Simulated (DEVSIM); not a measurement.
Structure: Ru/Al2O3/n-InP capacitor, at 350 K.

Layer 1 from the left is Al2O3, thickness (nm) 3.30. Layer 2 from the left is InP, thickness (nm) 13000, Nd (cm⁻³) 2.2e15.

Metal gate on the left, work function 4.7 eV. Fixed charge at the semiconductor interface -5.1e10 cm⁻² (in units of +e); no interface traps.

Constants are typed, rounded textbook-type inputs, not results; the design itself was drawn at random and stands for no fabricated device. Values at 300 K; Nc and Nv go as T^1.5, mobilities as T to minus their exponent, the gap by Varshni's rule with the affinity fixed.

Al2O3: gap (eV) 6.8, affinity (eV) 1.35, permittivity 9. InP: gap (eV) 1.344, affinity (eV) 4.38, permittivity 12.5, Nc (cm⁻³) 5.7e17, Nv (cm⁻³) 1.1e19, Varshni α (eV/K) 0.000363, Varshni β (K) 162.

Question: Estimate by hand the flat-band voltage, the threshold voltage, and compare with a numerical solution.

Answer: 
- Flat-band voltage: C = 2.41 μF/cm², work-function difference 0.145 V; VFB = φms − qNf/C = 0.15 V; numerical 0.15 V.
- Threshold voltage: φF = 0.445 V, depletion charge √(4εqNφF) = 2.63e-8 C/cm²; VT = VFB − 2φF − Qd/C = -0.75 V; numerical -0.75 V.

Simulated with DEVSIM: 1D Poisson equation in equilibrium, Boltzmann statistics, complete ionisation; no quantum confinement or tunnelling. Metal contacts follow the ideal Schottky-Mott rule: no Fermi-level pinning, no interface dipoles.
